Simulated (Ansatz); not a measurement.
Effect of isotropic strain +1.00 % on Lu

Base system: Lu in the hcp (Mg type) structure (space group P6_3/mmc, No. 194; a = 3.443 Å, c = 5.367 Å; relaxed with 0.1 eV smearing).

The change: the cell is scaled by 1.0100 in all directions, atoms relaxed at fixed cell.

Calculations: Ansatz (a quantum-chemistry and plane-wave program), PBEsol, PAW, cutoff 420 eV, no spin-orbit coupling. k-mesh 19×19×11 (Γ-centred); smearing 0.1 eV (Fermi–Dirac).

- Space group = P6_3/mmc (No. 194) (base P6_3/mmc (No. 194))
- Shortest interatomic distance = 6.374 bohr (base 6.311 bohr)
- Energy relative to the base (free energy F) = +3.7 meV/atom
- Pressure (mean of the normal stresses, compression positive) = -1.4 GPa (base 0.0 GPa)
- Band gap = zero (base zero)

Cost of the whole job for the changed cell (relaxation, final SCF and bands): roughly 40 core-seconds.

Stability against distortions was not tested.
